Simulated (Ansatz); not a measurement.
Input:

```yaml
crystal:
  lattice:
    - [3.85875, 0.00000, 0.00000]
    - [-1.92938, 3.34178, 0.00000]
    - [0.00000, 0.00000, 6.13181]
  atoms:
    - { symbol: Zn, position: [0.33333, 0.66667, 0.99743] }
    - { symbol: Zn, position: [0.66667, 0.33333, 0.49743] }
    - { symbol: S, position: [0.33333, 0.66667, 0.37757] }
    - { symbol: S, position: [0.66667, 0.33333, 0.87757] }
```

Computed with PBE with spin-orbit coupling, rigid bands (plane waves, PAW; Ansatz, a program for electronic structure). Condition of this run: biaxial stress in the c plane of -3 GPa (compression positive) (the target of the relaxation). Cell: cell and atoms relaxed with PBEsol, then loaded as said.

Q: Predict the hole conductivity mass (n e² τ/σ) at 300 K, by direction if it differs.

A: 1.43 (x), 1.43 (y), 0.55 (z) mₑ.

Q: What conductivity effective mass do dilute electrons have at 300 K?

A: 0.189 (x), 0.189 (y), 0.181 (z) mₑ.

Q: And the band gap?

A: 2.17 eV at this level; semilocal functionals usually fall short of the measured gap.

Rigid bands, one relaxation time for all states, no polarons. Geometry: cell and atoms relaxed with PBEsol.
